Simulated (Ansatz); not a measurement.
Consider the following.

```yaml
crystal:
  lattice:
    - [0.00000, 2.82935, 2.82935]
    - [2.82935, 0.00000, 2.82935]
    - [2.82935, 2.82935, 0.00000]
  atoms:
    - { symbol: Ga, position: [0.00000, 0.00000, 0.00000] }
    - { symbol: As, position: [0.25000, 0.25000, 0.25000] }
```

Level of theory: PBEsol with spin-orbit coupling, rigid bands (plane waves, PAW; Ansatz, a quantum-chemistry and plane-wave program). Cell: cell and atoms relaxed with PBEsol.

Predict the hole conductivity mass (n e² τ/σ) at 300 K, by direction if it differs.

0.41 mₑ.

And the band gap?

0.32 eV at this level; semilocal functionals usually fall short of the measured gap.

Rigid bands, one relaxation time for all states, no polarons.
